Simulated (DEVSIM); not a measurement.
Device: abrupt In0.53Ga0.47As p-n junction, at 300 K.

Layer 1 from the left is In0.53Ga0.47As, thickness (μm) 92.0, Na (cm⁻³) 3.3e17, τn (s) 7.1e-10, τp (s) 7.1e-10. Layer 2 from the left is In0.53Ga0.47As, thickness (μm) 8.30, Nd (cm⁻³) 9.8e16, τn (s) 7.1e-10, τp (s) 7.1e-10.

Left contact: ohmic. Right contact: ohmic. Voltage is applied to the left contact. Recombination: SRH at mid-gap, radiative. Mobility is constant in doping.

The device is made up for the run: typed textbook-type constants, with dimensions and the other settings drawn at random. Values at 300 K.

In0.53Ga0.47As: gap (eV) 0.74, affinity (eV) 4.51, permittivity 13.9, Nc (cm⁻³) 2.1e17, Nv (cm⁻³) 7.7e18, μn (cm²/Vs) 12000, μp (cm²/Vs) 300, B (cm³/s) 9.6e-11.

DEVSIM, 1D drift-diffusion, Boltzmann statistics, complete ionisation; no tunnelling, impact ionisation, image-force lowering or self-heating.

Task: What does the simulation give for the dark forward voltage at 1 A/cm², the largest field in the device at zero bias, the potential step across the device at zero bias?

Result: dark forward voltage at 1 A/cm² 0.381 V; largest field in the device at zero bias 110000 V/cm; potential step across the device at zero bias 0.639 V.
